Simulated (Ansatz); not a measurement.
Start from Ta in the bcc (W type) structure (space group Im-3m, No. 229).

```xyz
1
Lattice="-1.6524 1.6524 1.6524 1.6524 -1.6524 1.6524 1.6524 1.6524 -1.6524" Properties=species:S:1:pos:R:3 pbc="T T T"
Ta     0.0000     0.0000     0.0000
```

Cartesian axes are those of the cell as printed.

The values are results of DFT with r2SCAN, PAW potentials and a 500 eV plane-wave cutoff in Ansatz (a quantum-chemistry and plane-wave program), no SOC, not measurements.

For the base:

```
Item                            Result
-----------------------------  -------
Shortest interatomic distance  2.862 Å
Band gap                          zero
```

Now apply this change: a free-standing slab of 2 layers (2 atoms, 1 a layer) is cut normal to [110], with 15 Å of vacuum and the in-plane cell held at bulk.

### Question
Predict the new shortest interatomic distance, excess energy per area of both faces and band gap.

### Answer
The shortest interatomic distance shrinks by 0.162 Å, from 2.862 Å to 2.700 Å; the excess energy per area of both faces (slab less bulk energy over the cell's area: twice a surface energy) amounts to 5.22 J/m² (uncertain by up to 0.04 J/m²); the band gap remains zero.

Slab and bulk use different k-meshes, which limits the precision of the excess energy. Whether these cells are dynamically stable was not tested. The final runs are not spin-polarised.
